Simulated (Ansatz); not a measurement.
The starting structures come from a database of crystals and need not be the phases stable at ambient conditions.

 Where the default PAW files enter, the runs use the earlier of Ansatz's two default sets.

Data:

```yaml
crystal:
  lattice:
    - [3.08352, 0.00000, 0.00000]
    - [0.00000, 8.05093, 0.00000]
    - [0.00000, -4.02546, 6.97231]
  atoms:
    - { symbol: Ge, position: [0.25000, 0.23548, 0.82915] }
    - { symbol: Ge, position: [0.75000, 0.76452, 0.17085] }
    - { symbol: Ge, position: [0.75000, 0.82915, 0.59367] }
    - { symbol: Ge, position: [0.25000, 0.17085, 0.40633] }
    - { symbol: Ge, position: [0.25000, 0.59367, 0.76452] }
    - { symbol: Ge, position: [0.75000, 0.40633, 0.23548] }
    - { symbol: N, position: [0.25000, 0.33333, 0.66667] }
    - { symbol: N, position: [0.75000, 0.66667, 0.33333] }
    - { symbol: N, position: [0.25000, 0.97272, 0.66963] }
    - { symbol: N, position: [0.75000, 0.02728, 0.33037] }
    - { symbol: N, position: [0.75000, 0.66963, 0.69691] }
    - { symbol: N, position: [0.25000, 0.33037, 0.30309] }
    - { symbol: N, position: [0.25000, 0.69691, 0.02728] }
    - { symbol: N, position: [0.75000, 0.30309, 0.97272] }
```

Space group of this cell: P6_3/m. The cell is taken as given; by PBEsol its mean pressure is 0.6 GPa.

Level of theory: PBEsol (plane waves, PAW; Ansatz, a quantum-chemistry and plane-wave program).

The current runs along the normal of the first two printed vectors; no spin-orbit coupling. Scaled by the factor s: both lengths across the current (ions clamped). The meshes follow the cell: 10×6×6 and 10×4 across at s = 0.98, 10×6×6 and 10×4 across at s = 1.00, 10×4×6 and 10×4 across at s = 1.02.

```csv
s,mean pressure (GPa),band gap (eV)
0.98,9.7,?
1.00,0.6,2.11
1.02,-6.7,1.70
```

Q: Take the slope of the band gap against ln s from the two given rows, extrapolate to s = 0.98, and say what the run there gives.

A: Slope = (1.70 − 2.11) / ln 1.02 = -20.7 eV. The line gives 2.11 + (-20.7) × ln 0.98 = 2.53 eV. The run gives 2.49 eV, 0.04 eV under the line, 9 % of the predicted step.
